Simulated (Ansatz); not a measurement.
# CdSe: uniaxial stress, 1 GPa tension along z

The parent structure is CdSe in the wurtzite structure (space group P6_3mc, No. 186; a = 4.383 Å, c = 7.154 Å). Axes: x lies along a and z along c of the hexagonal cell.

The change: uniaxial stress, 1 GPa tension along z; all other stress components relax to zero.

All numbers come from PBE (Ansatz, a first-principles code; PAW; 420 eV plane waves; scalar-relativistic without spin-orbit coupling). k-mesh 9×9×5 (Γ-centred); smearing 0.05 eV (Fermi–Dirac).

| quantity | base | changed | shift |
|---|---|---|---|
| volume per atom | 29.75 Å³ | 29.97 Å³ | +0.22 Å³ |
| space group | P6_3mc (No. 186) | P6_3mc (No. 186) | – |
| shortest interatomic distance | 2.682 Å | 2.686 Å | +0.004 Å |
| energy relative to the base (free energy F) | 0 meV/atom | +1.6 meV/atom | +1.6 meV/atom |
| band gap | 0.54 eV | 0.49 eV | -0.056 eV |
| gap character | direct at Γ | direct at Γ | – |
| width of the top valence band | 1.56 eV | 1.57 eV | +0.01 eV |
| electron mass | – | 0.056 mₑ (at Γ) | – |
| valence-band top at Γ (three highest levels, from the VBM) | 0.00, 0.00, -0.04 eV | 0.00, 0.00, -0.14 eV | – |
| strain response (xx, yy, zz) | – | (−0.52, −0.52, +1.79) % | – |

Cost of the whole job for the changed cell (relaxation, final SCF and bands): around 2.9 core-minutes (rough).

Masses are band curvatures over ±0.01 Å⁻¹ around the edge. Beyond what the load breaks, stability against distortions was not tested.
